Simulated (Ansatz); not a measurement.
Question: Name crystals whose mean free path at 300 K lies between 17.5 and 27 nm and whose electron-phonon coupling λ lies between 0.078 and 0.122, by PBEsol, DFPT electron-phonon coupling, linearised Boltzmann equation (Ansatz, a quantum-chemistry and plane-wave program).

Answer: Many crystals can fit; among those computed here:
- LaPd3 (Pm-3m): 26 nm, 0.121

Metals; harmonic phonons alone scatter; means over directions. The mean free path is weighted by the current that each state carries. Halving the electron mesh moves these values by up to 6 %; q meshes are mostly untested. Spin-orbit coupling is left out.

Formula and space group known from diffraction (Crystallography Open Database), not checked to be the room-temperature form: LaPd3 (Pm-3m).
